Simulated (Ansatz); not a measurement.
Input and output of a self-consistent single point for Mo₂N (Imm2, 6 atoms in the cell) (Ansatz, an electronic-structure program).

Method: PBEsol, default PAW files made with PBE (plane waves; Ansatz).

The change in words: lattice scaled by 0.98; basis.ecutrho_ratio: default → 5. Reference geometry:
```
CELL_PARAMETERS angstrom
     -2.13417     2.13417     3.98701
      2.13417    -2.13417     3.98701
      2.13417     2.13417    -3.98701
ATOMIC_POSITIONS crystal
  Mo 0.99323 0.49323 0.50000
  Mo 0.23696 0.23696 0.00000
  Mo 0.76304 0.76304 0.00000
  Mo 0.51304 0.01304 0.50000
  N  0.25000 0.75000 0.50000
  N  0.50000 0.50000 0.00000
```

Reference input (self-consistent single point, DFT, PBEsol, plane waves, default PAW files made with PBE): basis.ecutwfc = 420 eV; kpoints.mp_grid.grid = 5 5 5; hamiltonian.xc = pbesol; hamiltonian.pseudopotentials = {kind: paw} (the program's default PAW files); scf.occupations.method = gaussian; scf.occupations.width = 0.1 eV. This run's input differs from it in these lines:

Ansatz 0.2 input:
```diff
@@ -2,5 +2,5 @@
   lattice:
-    - [-2.134168, 2.134168, 3.987015]
-    - [2.134168, -2.134168, 3.987015]
-    - [2.134168, 2.134168, -3.987015]
+    - [-2.091485, 2.091485, 3.907275]
+    - [2.091485, -2.091485, 3.907275]
+    - [2.091485, 2.091485, -3.907275]
   atoms:
@@ -14,2 +14,3 @@
   ecutwfc: 420.0
+  ecutrho_ratio: 5
 kpoints:
```

The program printed (abridged):

```
SCF iter   1: F=—  HF=-20349.229876 eV  |F-HF|=—  |Δ(HF+E_count)|=         —  Δρ=1.27e-2  dr2=9.01e-2  ethr=1.77e-3  ⟨swp⟩=5.2  Hψ=3974  notcnv=0
all-band conjugate gradients solve this SCF's bands
preconditioner: auto → Kerker (q_TF=auto, 2.712 Å⁻¹)
SCF iter   2: F=—  HF=-20349.211600 eV  |F-HF|=—  |Δ(HF+E_count)|=   1.83e-2  Δρ=5.18e-3  dr2=1.38e-2  ethr=1.37e-4  ⟨swp⟩=1.4  Hψ=1328  notcnv=0
SCF iter   3: F=—  HF=-20349.208575 eV  |F-HF|=—  |Δ(HF+E_count)|=   3.03e-3  Δρ=1.03e-3  dr2=3.76e-4  ethr=2.10e-5  ⟨swp⟩=2.0  Hψ=1477  notcnv=0
SCF iter   4: F=—  HF=-20349.208544 eV  |F-HF|=—  |Δ(HF+E_count)|=   3.07e-5  Δρ=1.24e-4  dr2=6.45e-6  ethr=5.70e-7  ⟨swp⟩=2.1  Hψ=1484  notcnv=0
SCF iter   5: F=—  HF=-20349.208545 eV  |F-HF|=—  |Δ(HF+E_count)|=   6.17e-7  Δρ=2.35e-5  dr2=3.10e-7  ethr=9.78e-9  ⟨swp⟩=2.7  Hψ=2000  notcnv=0
SCF iter   6: F=-20349.208545 eV  HF=-20349.208545 eV  |F-HF|=1.28e-9  |Δ(HF+E_count)|=   3.25e-8  Δρ=4.05e-6  dr2=5.30e-9  ethr=1.52e-10  ⟨swp⟩=7.7  Hψ=4039  notcnv=0
SCF 1 converged in 6 iterations: F = -20349.208545 eV  dr2 = 5.30e-9
Free energy (F): -20349.208545 eV
Internal energy: -20349.180964 eV  (E = F + TS)
E sigma→0 (E₀):  -20349.194755 eV
Entropy (-TS):   -0.027580 eV (-4.597 meV/atom)
Fermi energy:    22.177031 eV
--- Forces (eV/Å), atoms counted from 1 ---
  atom   1  Mo     0.00000000     0.00000000    -0.85177583
  atom   2  Mo     0.00000000     0.00000000     0.07481609
  atom   3  Mo     0.00000000     0.00000000    -0.01659677
  atom   4  Mo     0.00000000     0.00000000     0.19323856
  atom   5  N      0.00000000     0.00000000     0.59841855
  atom   6  N      0.00000000     0.00000000     0.00190309
--- Stress (GPa, compression-positive) ---
       10.741500       0.000000       0.000000
        0.000000      10.489565       0.000000
        0.000000       0.000000      13.073498
  P = ⅓ Tr σ = 11.4349 GPa (114.349 kbar)
  The stress holds the Pulay correction. Without it, at fixed plane waves, as pw.x and ABINIT print it: P = 11.1423 GPa
```

The run converged in 6 iterations. Against the reference run the free energy rises by 2.7 meV/atom, the pressure goes from -9.11 to 11.43 GPa and the largest force goes from 0.477 to 0.852 eV/Å.

The starting cell comes from a database of computed structures (which also holds hypothetical and non-ambient phases and stackings), without a prior relaxation at this level. Its lattice was rescaled by up to half a per cent. One atom was moved a little off its site on purpose. For this run, on top of that: lattice scaled by 0.98. Spin polarisation is off. Ansatz's pressure includes its estimate of the finite-basis (Pulay) stress.
